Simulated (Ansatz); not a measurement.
# Quick settings and what they miss: AlAg2 (Cmcm, 6 atoms in the cell)

Self-consistent single point.

```yaml
crystal:
  lattice:
    - [4.29257, -2.43466, 0.00000]
    - [4.29257, 2.43466, 0.00000]
    - [0.00000, 0.00000, 4.51884]
  atoms:
    - { symbol: Al, position: [0.82247, 0.17753, 0.75000] }
    - { symbol: Al, position: [0.17753, 0.82247, 0.25000] }
    - { symbol: Ag, position: [0.47566, 0.84634, 0.75000] }
    - { symbol: Ag, position: [0.52434, 0.15366, 0.25000] }
    - { symbol: Ag, position: [0.84634, 0.47566, 0.25000] }
    - { symbol: Ag, position: [0.15366, 0.52434, 0.75000] }
```

Method: PBEsol, PAW files made with PBE (plane waves; Ansatz, a program for electronic structure).

Base settings: basis.ecutwfc = 420 eV; kpoints.mp_grid.grid = 9 9 9; hamiltonian.xc = pbesol; hamiltonian.pseudopotentials = {kind: paw} (the program's default PAW files); scf.occupations.method = gaussian; scf.occupations.width = 0.1 eV.

Tight run (finer mesh or higher cutoff; not a proven limit): basis.ecutwfc: 420 eV → 590 eV; kpoints.mp_grid.grid: 9 9 9 → 13 13 13; scf.convergence.dr2_threshold: default (1e-07 eV) → 1e-09 eV. It gave Fermi level (on the code's own zero) 15.72 eV; pressure 2.63 GPa; largest force (vector length) 0.106 eV/Å.

Quick runs, as changes from the base:
- A: the base itself
- B: basis.ecutwfc: 420 eV → 335 eV; kpoints.mp_grid.grid: 9 9 9 → 2 2 2; scf.convergence.dr2_threshold: default (1e-07 eV) → 0.001 eV
- C: basis.ecutwfc: 420 eV → 210 eV; kpoints.mp_grid.grid: 9 9 9 → 2 2 2; hamiltonian.xc: pbesol → lda; scf.occupations.method: gaussian → fermi_dirac; scf.occupations.width: 0.1 eV → 0.272 eV; kpoints.mp_grid.shift: default → 0.5 0.5 0.5; scf.convergence.dr2_threshold: default (1e-07 eV) → 0.0001 eV [LDA (PW92)]
- D: basis.ecutwfc: 420 eV → 295 eV; kpoints.mp_grid.grid: 9 9 9 → 8 8 8; hamiltonian.xc: pbesol → lda; kpoints.mp_grid.shift: default → 0.5 0.5 0.5 [LDA (PW92)]
- E: kpoints.mp_grid.grid: 9 9 9 → 4 4 4; kpoints.mp_grid.shift: default → 0.5 0.5 0.5
- F: basis.ecutwfc: 420 eV → 250 eV; kpoints.mp_grid.grid: 9 9 9 → 1 1 1; hamiltonian.xc: pbesol → lda [LDA (PW92)]

Energies are extrapolated to zero smearing width, which holds to low order in the width alone.

Dashes: energy of C, D, F, another energy zero.

† marks runs with another functional, U, potentials or spin treatment: their distance from the tight run is not a convergence error alone.

The count of work is k-points × plane waves × bands × iterations; it is no time. 

Pressures in the table are Ansatz's without its Pulay estimate, at a fixed set of plane waves; the tight run's value above holds the estimate.

The starting cell comes from a database of computed structures (which also holds hypothetical and non-ambient phases and stackings), without a prior relaxation at this level. Its lattice was rescaled by a random factor within 2.5 % of one.

```tsv
run	energy less tight (meV/atom)	pressure less tight (GPa)	largest miss in a force vector (eV/Å)	count of work / tight
A	2.2	-0.10	0.012	0.19
B	185.6	-1.08	0.208	0.0050
C†	–	-204.04	0.173	0.00087
D†	–	-12.90	0.066	0.074
E	-6.0	0.15	0.023	0.018
F†	–	-44.86	1.762	0.00090
```

Among the runs at the tight run's level, the energy misses run from 2.2 to 185.6 meV/atom.

Keys are those of Ansatz 0.2.
